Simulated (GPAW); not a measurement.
Band structure of NaAsF₆ (Fm-3m, 8 atoms in the cell).

```
CELL_PARAMETERS angstrom
      0.00000     3.96592     3.96592
      3.96592     0.00000     3.96592
      3.96592     3.96592     0.00000
ATOMIC_POSITIONS crystal
  Na 0.50000 0.50000 0.50000
  As 0.00000 0.00000 0.00000
  F  0.78163 0.78163 0.21837
  F  0.21837 0.21837 0.78163
  F  0.21837 0.78163 0.78163
  F  0.78163 0.21837 0.21837
  F  0.78163 0.21837 0.78163
  F  0.21837 0.78163 0.21837
```

Method of the run: PBEsol, GPAW PAW datasets PBEsol (made by gpaw-setup) (plane waves; GPAW).

Settings: mode = pw; ecut = 900 eV; xc = PBEsol; kpts = 4 4 4; mesh shift (steps) = 0 0 0; occupations.name = fermi-dirac; occupations.width = 0 eV; nbands = -4; convergence.bands = -2; symmetry.symmorphic = false; symmetry.tolerance = 0.0005; maxiter = 120; bandpath_npoints = 40.

The starting cell comes from a database of computed structures (which also holds hypothetical and non-ambient phases and stackings), without a prior relaxation at this level. Its lattice was rescaled by a random factor within 2.5 % of one.

Question: Predict the gap along the standard path and the places of the band edges.

Answer: The gap along the path is 5.65 eV, direct at Γ to within 0.01 eV.

Levels in eV from the top of the valence band on the SCF mesh, bands 24 to 31:
```tsv
point	24	25	26	27	28	29	30	31
Γ	-0.80	0.00	0.00	0.00	5.65	9.63	11.88	11.88
X	-0.82	-0.32	-0.32	0.00	6.68	10.84	11.96	11.98
W	-0.90	-0.32	-0.15	-0.15	6.74	11.22	11.22	11.22
K	-0.79	-0.28	-0.25	-0.07	6.72	10.92	11.03	12.08
L	-0.70	-0.16	-0.16	-0.11	6.58	10.02	11.05	12.55
U	-0.79	-0.28	-0.25	-0.07	6.72	10.92	11.03	12.08
```
